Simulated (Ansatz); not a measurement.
Consider Al2O3 in the corundum structure (space group R-3c, No. 167; a = 4.7738 Å, c = 13.0147 Å (hexagonal axes)). Axes: x lies along a and z along c of the hexagonal cell.

The values are results of Ansatz (a first-principles code), PBEsol, PAW, cutoff 420 eV, no spin-orbit coupling, not measurements.

It is then changed as follows: uniaxial strain ε_xx = −3.00 %, all other strain components held at zero; the atoms relax in the strained cell.

Question: Estimate the effect on the stress.

Answer: The stress (xx, yy, zz, yz, xz, xy; compression positive) amounts to (14.91, 5.26, 3.96, 0.59, 0.00, 0.00) GPa.

Whether these cells are dynamically stable was not tested.
